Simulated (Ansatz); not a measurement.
**A computed series for Pt: response to strain**

The reference is Pt in the fcc (Cu type) structure (space group Fm-3m, No. 225; relaxed with 0.1 eV smearing).

```xyz
1
Lattice="0.0000 1.9599 1.9599 1.9599 0.0000 1.9599 1.9599 1.9599 0.0000" Properties=species:S:1:pos:R:3 pbc="T T T"
Pt     0.0000     0.0000     0.0000
```

Cartesian axes are those of the cell as printed.

Strains are applied to the cell and any free atomic positions relax; under biaxial strain the out-of-plane vector relaxes too.

All numbers come from PBEsol (Ansatz, a quantum-chemistry and plane-wave program; PAW; 420 eV plane waves; scalar-relativistic without spin-orbit coupling).

| biaxial strain, plane normal [001], relaxed out of plane (%) | out-of-plane strain (%) |
|---|---|
| 0 | 0.00 |
| 0.5 | -0.70 |
| 1 | -1.41 |
| 1.5 | ? |
| 2 | -2.84 |
| 2.5 | -3.57 |
| 3 | -4.31 |

Q: Fit ε⊥ = −νε + γε² (strains in %) to the rows shown and predict the withheld row.

A: Least squares on the printed values gives ν = 1.39 (the biaxial Poisson response) and γ = -0.015 (largest residual 0.00 %); this predicts -2.12 %, and the run gives -2.12 %, in agreement.

No phonon test of stability was made. The final runs are not spin-polarised.
